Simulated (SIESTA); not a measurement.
Worked example: self-consistent single point of LiMg6Zn (Amm2, 8 atoms in the cell) in SIESTA.

Level of theory: GGA PBEsol, numerical atomic orbitals TZP, PseudoDojo PBEsol standard norm-conserving potentials (rewritten from UPF to PSML) run with SIESTA.

```
CELL_PARAMETERS angstrom
      5.03970     0.00000     0.00000
      0.00000     3.14092     5.37514
      0.00000    -3.14092     5.37514
ATOMIC_POSITIONS crystal
  Li 0.50000 0.33294 0.33294
  Mg 0.50000 0.33244 0.83530
  Mg 0.50000 0.83530 0.33244
  Mg 0.00000 0.16230 0.66514
  Mg 0.00000 0.66514 0.16230
  Mg 0.00000 0.66953 0.66953
  Mg 0.00000 0.16865 0.16865
  Zn 0.50000 0.83370 0.83370
```

Reference input (self-consistent single point, DFT, GGA PBEsol, numerical atomic orbitals TZP, PseudoDojo PBEsol standard norm-conserving potentials (rewritten from UPF to PSML)): XC.functional = GGA; XC.authors = PBEsol; potentials = PseudoDojo PBEsol standard; PAO.BasisSize = TZP; PAO.EnergyShift = 0.01 Ry; MeshCutoff = 300 Ry; kgrid.MonkhorstPack = 5 5 5; OccupationFunction = FD; ElectronicTemperature = 100 meV; PAO.Polarization.NonPerturbative = true; MaxSCFIterations = 150; SCF.Mixer.Method = Broyden. This run's input differs from it in these lines:

```diff
@@ -34,3 +34,3 @@
 PAO.Polarization.NonPerturbative true
-MeshCutoff                   300 Ry
+MeshCutoff                   210 Ry
 %block kgrid.MonkhorstPack
```

Log, with long lists cut:

```
        iscf     Eharris(eV)        E_KS(eV)     FreeEng(eV)     dDmax    Ef(eV) dHmax(eV)
   scf:    1   -14532.830375   -15220.871218   -15221.113098  5.394762 -1.412622135.459742
   scf:    2   -15363.508731   -15520.162064   -15520.253895  2.921344 -3.154561 50.634358
   scf:    3   -15563.563509   -15544.136855   -15544.188551  1.193615 -3.172645 29.539815
   scf:    4   -15559.789968   -15553.760121   -15553.823944  0.755597 -3.078465  9.326962
   scf:    5   -15555.249879   -15554.701722   -15554.768338  0.269303 -3.063650  1.240345
   [... 4 lines left out ...]
   scf:   10   -15554.734534   -15554.734550   -15554.802449  0.002189 -3.081272  0.005538
   scf:   11   -15554.734541   -15554.734545   -15554.802451  0.000414 -3.081697  0.003484
   scf:   12   -15554.734547   -15554.734546   -15554.802451  0.000099 -3.081863  0.001493
   scf:   13   -15554.734547   -15554.734546   -15554.802451  0.000042 -3.081933  0.000843
SCF Convergence by DM+H criterion
max |DM_out - DM_in|         :     0.0000421797
max |H_out - H_in|      (eV) :     0.0008428419
SCF cycle converged after 13 iterations

Using DM_out to compute the final energy and forces

siesta: E_KS(eV) =           -15554.7345

siesta: E_KS - E_eggbox =    -15554.7345

siesta: Atomic forces (eV/Ang):
     1    0.000000    0.000000    0.022126
     2    0.000000    0.095361   -0.034498
     3    0.000000   -0.095361   -0.034498
     4    0.000000   -0.094409    0.123157
     5    0.000000    0.094409    0.123157
     6   -0.000000   -0.000000   -0.079032
     7   -0.000000    0.000000   -0.216455
     8    0.000000    0.000000    0.028342
   Tot    0.000000   -0.000000   -0.067700
   Max    0.216455
   Res    0.071624    sqrt( Sum f_i^2 / 3N )
   Max    0.216455    constrained

   [... lines left out ...]
siesta: FreeEng =    -15554.802451
siesta: Cell volume =        170.169190 Ang**3
siesta:          -7.27931135         -8.51973930  kBar
   [... lines left out ...]

              0.026

mulliken: Qtot =       83.000

Mulliken Atomic Populations:
Atom #   charge [q] valence [e]  Species
     1    -0.552486    3.552486  Li
     2     0.074533    9.925467  Mg
     3     0.074533    9.925467  Mg
     4     0.009095    9.990905  Mg
     5     0.009095    9.990905  Mg
     6    -0.256114   10.256114  Mg
     7    -0.129924   10.129924  Mg
     8     0.771267   19.228733  Zn
 Total    -0.000000
```

The run converged in 13 iterations. Against the reference run the free energy falls by 20.8 meV/atom, the pressure goes from -0.96 to -0.73 GPa and the largest force goes from 0.159 to 0.216 eV/Å.

The starting cell comes from a database of computed structures (which also holds hypothetical and non-ambient phases and stackings), without a prior relaxation at this level. Values carry the incompleteness of an atom-centred basis.

Cost on one core of a shared machine: roughly 40 s.
